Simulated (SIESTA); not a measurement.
Input and output of a self-consistent single point for PbO2 (P4_2/mnm, 6 atoms in the cell) (SIESTA).

Method: SIESTA with GGA PBE with spin-orbit coupling, numerical atomic orbitals TZP, PseudoDojo PBE fully relativistic norm-conserving potentials (rewritten from UPF to PSML).

```yaml
crystal:
  lattice:
    - [4.96000, 0.00000, 0.00000]
    - [0.00000, 4.96000, 0.00000]
    - [0.00000, 0.00000, 3.39000]
  atoms:
    - { symbol: Pb, position: [0.00000, 0.00000, 0.00000] }
    - { symbol: Pb, position: [0.50000, 0.50000, 0.50000] }
    - { symbol: O, position: [0.30700, 0.30700, 0.00000] }
    - { symbol: O, position: [0.80700, 0.19300, 0.50000] }
    - { symbol: O, position: [0.19300, 0.80700, 0.50000] }
    - { symbol: O, position: [0.69300, 0.69300, 0.00000] }
```

Reference input (self-consistent single point, DFT, GGA PBE, numerical atomic orbitals TZP, PseudoDojo PBE standard norm-conserving potentials (rewritten from UPF to PSML)): XC.functional = GGA; XC.authors = PBE; potentials = PseudoDojo PBE standard; PAO.BasisSize = TZP; PAO.EnergyShift = 0.01 Ry; MeshCutoff = 400 Ry; kgrid.MonkhorstPack = 5 5 7; OccupationFunction = MP; OccupationMPOrder = 0; ElectronicTemperature = 0.1 eV; MaxSCFIterations = 150; SCF.Mixer.Method = Broyden. This run's input differs from it in these lines:

```diff
@@ -1,2 +1,2 @@
-# files in the folder: Pb.psml O.psml (PseudoDojo PBE standard)
+# files in the folder: Pb.psml O.psml (PseudoDojo PBE fully relativistic)
 SystemName  PbO2
@@ -39,2 +39,11 @@
 ElectronicTemperature        0.1 eV
+Spin                         spin-orbit
+%block DM.InitSpin
+  1 0.00 0.00 0.00
+  2 0.00 0.00 0.00
+  3 0.00 0.00 0.00
+  4 0.00 0.00 0.00
+  5 0.00 0.00 0.00
+  6 0.00 0.00 0.00
+%endblock DM.InitSpin
```

Log, with long lists cut:

```
        iscf     Eharris(eV)        E_KS(eV)     FreeEng(eV)     dDmax    Ef(eV) dHmax(eV)
   scf:    1    -5591.638829    -5608.030621    -5608.030625  0.821798 -7.322223  6.544917
     spin moment: {S} , |S| = {    0.00000    0.00000    0.00000 }     0.00000
   scf:    2    -5617.145878    -5613.685996    -5613.687616  0.061378 -6.502947  2.924378
     spin moment: {S} , |S| = {    0.00000   -0.00000   -0.00000 }     0.00000
   scf:    3    -5614.504762    -5614.271517    -5614.272709  0.030453 -6.172727  1.164135
     spin moment: {S} , |S| = {    0.00000   -0.00000    0.00000 }     0.00000
   [... lines left out ...]
     spin moment: {S} , |S| = {   -0.00000    0.00000    0.00000 }     0.00000
   scf:    6    -5614.334648    -5614.334332    -5614.335373  0.001009 -6.129706  0.005133
     spin moment: {S} , |S| = {   -0.00000    0.00000   -0.00000 }     0.00000
   scf:    7    -5614.334177    -5614.334332    -5614.335376  0.000126 -6.127074  0.001676
     spin moment: {S} , |S| = {    0.00000   -0.00000    0.00000 }     0.00000
   scf:    8    -5614.334393    -5614.334333    -5614.335377  0.000061 -6.127023  0.000736
     spin moment: {S} , |S| = {   -0.00000   -0.00000    0.00000 }     0.00000
SCF Convergence by DM+H criterion
max |DM_out - DM_in|         :     0.0000606232
max |H_out - H_in|      (eV) :     0.0007361362
SCF cycle converged after 8 iterations

Using DM_out to compute the final energy and forces

siesta: E_KS(eV) =            -5614.3343

siesta: E_KS - E_eggbox =     -5614.3343

siesta: Atomic forces (eV/Ang):
     1   -0.000000   -0.000000    0.000000
     2   -0.000000    0.000000    0.000000
     3    0.031938    0.031938   -0.000000
     4    0.031938   -0.031938   -0.000000
     5   -0.031938    0.031938   -0.000000
     6   -0.031938   -0.031938   -0.000000
   Tot    0.000000    0.000000   -0.000000
   Max    0.031938
   Res    0.021292    sqrt( Sum f_i^2 / 3N )
   Max    0.031938    constrained

   [... lines left out ...]
siesta: FreeEng =     -5614.335377
siesta: Cell volume =         83.399424 Ang**3
siesta:         115.78266553        115.32009274  kBar
   [... lines left out ...]
     3    -0.289471    6.289471    0.000000    0.000000   -0.000000   -0.000000  O
     4    -0.289471    6.289471    0.000000   -0.000000   -0.000000   -0.000000  O
     5    -0.289471    6.289471    0.000000    0.000000   -0.000000    0.000000  O
     6    -0.289471    6.289471    0.000000   -0.000000   -0.000000    0.000000  O
 Total    -0.000000                0.000000   -0.000000   -0.000000    0.000000
```

The run converged in 8 iterations. Against the reference run the pressure goes from 11.27 to 11.58 GPa, the largest force moves little (0.048 to 0.045 eV/Å) and the gap on the mesh moves little (0.125 to 0.124 eV).

The starting cell has typed, rounded lattice constants, without a prior relaxation at this level. Values carry the incompleteness of an atom-centred basis. With a pressure of about 12 GPa the cell is away from its equilibrium volume at this level.

Cost on one core of a shared machine: roughly 4 min.
